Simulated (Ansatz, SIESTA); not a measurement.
Re₃Tc (P1, 8 atoms in the cell) computed with different codes at matched settings

Self-consistent single point, at a second geometry (atoms moved at random). First geometry:

```
Re3Tc
1.0
    5.47758     0.00000     0.00000
   -2.73879     4.74372     0.00000
    0.00000     0.00000     4.42934
Tc Re
2 6
Direct
  0.33333   0.66667   0.75000
  0.66667   0.33333   0.25000
  0.16651   0.33303   0.25000
  0.83349   0.66697   0.75000
  0.83349   0.16651   0.75000
  0.16651   0.83349   0.25000
  0.66697   0.83349   0.25000
  0.33303   0.16651   0.75000
```

Second geometry:
```yaml
crystal:
  lattice:
    - [5.47758, 0.00000, 0.00000]
    - [-2.73879, 4.74372, 0.00000]
    - [0.00000, 0.00000, 4.42934]
  atoms:
    - { symbol: Tc, position: [0.32405, 0.65269, 0.75046] }
    - { symbol: Tc, position: [0.67052, 0.34105, 0.25671] }
    - { symbol: Re, position: [0.18155, 0.33266, 0.24965] }
    - { symbol: Re, position: [0.83028, 0.67319, 0.74993] }
    - { symbol: Re, position: [0.82139, 0.16373, 0.77304] }
    - { symbol: Re, position: [0.16496, 0.83288, 0.23808] }
    - { symbol: Re, position: [0.67856, 0.83639, 0.24185] }
    - { symbol: Re, position: [0.32868, 0.16740, 0.74029] }
```

Shared settings, as Ansatz (a program for electronic structure) writes them: kpoints.mp_grid.grid = 4 4 5; scf.occupations.method = gaussian; scf.occupations.width = 0.2 eV. Potentials and cutoffs stand in the table.

```
code                                                                                                                            model  ΔF from the first geometry (meV/atom)  pressure (GPa)  largest force (eV/Å)       cutoff
------  -----------------------------------------------------------------------------------------------------------------------------  -------------------------------------  --------------  --------------------  -----------
Ansatz                                                                                                              PBEsol, PAW files                                   30.9            2.42                 1.404      default
SIESTA  GGA PBEsol, numerical atomic orbitals DZP, PseudoDojo PBEsol standard norm-conserving potentials (rewritten from UPF to PSML)                                   37.2            5.28                 1.757  grid 350 Ry
```

Size of the force on each atom (eV/Å): Sizes of forces hide their directions.

| code | Tc1 | Tc2 | Re3 | Re4 | Re5 | Re6 | Re7 | Re8 |
|---|---|---|---|---|---|---|---|---|
| Ansatz | 0.857 | 0.912 | 1.249 | 0.600 | 1.152 | 0.670 | 1.404 | 0.884 |
| SIESTA | 1.030 | 1.076 | 1.465 | 0.731 | 1.420 | 0.930 | 1.757 | 1.048 |

On Ansatz's run: spin-orbit coupling is off. Spin polarisation is off.

The spread over the programs that give each value: ΔF from the first geometry within 6.3 meV/atom; pressure within 2.86 GPa; largest force within 0.353 eV/Å.

SIESTA uses small atom-centred bases, whose incompleteness enters pressures, forces and empty levels differently from a plane-wave cutoff. Ansatz's pressure is given at a fixed set of plane waves, as the other plane-wave codes print theirs.

The starting cell comes from a database of computed structures (which also holds hypothetical and non-ambient phases and stackings), without a prior relaxation at this level. Its lattice was rescaled by a random factor within 2.5 % of one. For this run, on top of that: atoms moved at random.

Keys are those of Ansatz 0.2.
